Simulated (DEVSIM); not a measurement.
Structure: Pd/La2O3/p-InP capacitor, at 300 K.

```tsv
layer (left to right)	material	thickness (nm)	Na (cm⁻³)
1	La2O3	26.0	-
2	InP	2200	8.4e16
```

Metal gate on the left, work function 5.2 eV. Fixed charge at the semiconductor interface 0 cm⁻² (in units of +e); no interface traps.

This is a model device: material constants are rounded textbook-type values typed into the input, and sizes, dopings and lifetimes were drawn at random. Values at 300 K.

| parameter | La2O3 | InP |
|---|---|---|
| gap (eV) | 5.8 | 1.344 |
| affinity (eV) | 1.8 | 4.38 |
| permittivity | 27 | 12.5 |
| Nc (cm⁻³) | - | 5.7e17 |
| Nv (cm⁻³) | - | 1.1e19 |

Model (solved in DEVSIM): 1D Poisson equation in equilibrium, Boltzmann statistics, complete ionisation; no quantum confinement or tunnelling. Metal contacts follow the ideal Schottky-Mott rule: no Fermi-level pinning, no interface dipoles.

The substrate doping was swept, all else fixed.

| substrate doping (cm^-3) | minimum of the low-frequency capacitance (μF/cm²) | flat-band voltage (V) | threshold voltage (band bending 2φF) (V) |
|---|---|---|---|
| 4.2e15 | 0.0205 | -0.32 | 0.73 |
| 8.4e15 | 0.0286 | -0.34 | 0.77 |
| 1.7e16 | 0.0387 | -0.36 | 0.82 |
| 4.2e16 | 0.0586 | -0.38 | 0.89 |
| 8.4e16 | 0.0796 | -0.40 | 0.97 |
| 1.7e17 | 0.108 | -0.42 | 1.08 |

From the first row to the last the minimum of the low-frequency capacitance goes from 0.0205 to 0.108. From the first row to the last the flat-band voltage goes from -0.32 to -0.42.
